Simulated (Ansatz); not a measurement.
## Mg: uniaxial strain ε_zz = −1.50 %

Take Mg in the hcp (Mg type) structure (space group P6_3/mmc, No. 194; a = 3.175 Å, c = 5.163 Å; relaxed with 0.1 eV smearing) as the base. Axes: x lies along a and z along c of the hexagonal cell.

Perturbation: uniaxial strain ε_zz = −1.50 %, all other strain components held at zero; the atoms relax in the strained cell.

Method: Kohn–Sham DFT with the PBEsol functional, run in Ansatz (a program for electronic structure) with PAW and 420 eV plane waves, scalar-relativistic without spin-orbit coupling. k-mesh 21×21×11 (Γ-centred); smearing 0.1 eV (Fermi–Dirac).

```tsv
quantity	base	changed	shift
volume per atom	22.54 Å³	22.20 Å³	-0.34 Å³
space group	P6_3/mmc (No. 194)	P6_3/mmc (No. 194)	–
shortest interatomic distance	3.166 Å	3.135 Å	-0.031 Å
energy relative to the base (free energy F)	0 meV/atom	+1.1 meV/atom	+1.1 meV/atom
band gap	zero	zero	–
stress (xx, yy, zz, yz, xz, xy; compression positive)	–	(0.3, 0.3, 1.1, 0.0, 0.0, 0.0) GPa	–
```

Cost of the whole job for the changed cell (relaxation, final SCF and bands): around 8 core-seconds (rough).

Whether these cells are dynamically stable was not tested.
